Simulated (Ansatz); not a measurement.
The starting structures come from a database of crystals and need not be the phases stable at ambient conditions.

Given:

```xyz
4
Lattice="4.6112 0.0000 0.0000 2.3056 3.9934 0.0000 2.3056 1.3311 7.5066" Properties=species:S:1:pos:R:3 pbc="T T T"
Mg     4.6112     2.6623     3.7348
Cd     6.9168     3.9934     0.0114
Te     6.9168     3.9934     2.8514
Te     4.6112     2.6623     6.5392
```

Space group of this cell: R3m. The cell is taken as given; by PBEsol its mean pressure is -0.9 GPa.

The current runs along the normal of the first two printed vectors, the (001) plane. All runs by Ansatz (a quantum-chemistry and plane-wave program), plane waves and PAW, without spin-orbit coupling; the base is PBEsol.

| run | mean pressure (GPa) | gap (eV) | mid-gap κ (1/Å) |
|---|---|---|---|
| base | -0.9 | 1.20 | 0.095 |
| all lengths scaled by 0.98 | 1.5 | [?] | [?] |
| all lengths scaled by 1.02 | -2.7 | [?] | [?] |
| lda in place of pbesol | -2.2 | [?] | 0.086 |
| lengths across the current scaled by 0.98, ions clamped | 0.7 | 1.32 | 0.103 |
| lengths across the current scaled by 1.02, ions clamped | -2.1 | 1.09 | 0.086 |
| lengths along the current scaled by 0.97, ions clamped | 0.3 | 1.29 | 0.098 |
| lengths along the current scaled by 1.03, ions clamped | -1.8 | 1.09 | 0.091 |

Problem. Complete the blanks.

Solution. 
- all lengths scaled by 0.98, gap (eV): 1.40
- all lengths scaled by 0.98, mid-gap κ (1/Å): 0.105
- all lengths scaled by 1.02, gap (eV): 1.02
- all lengths scaled by 1.02, mid-gap κ (1/Å): 0.084
- lda in place of pbesol, gap (eV): 1.08
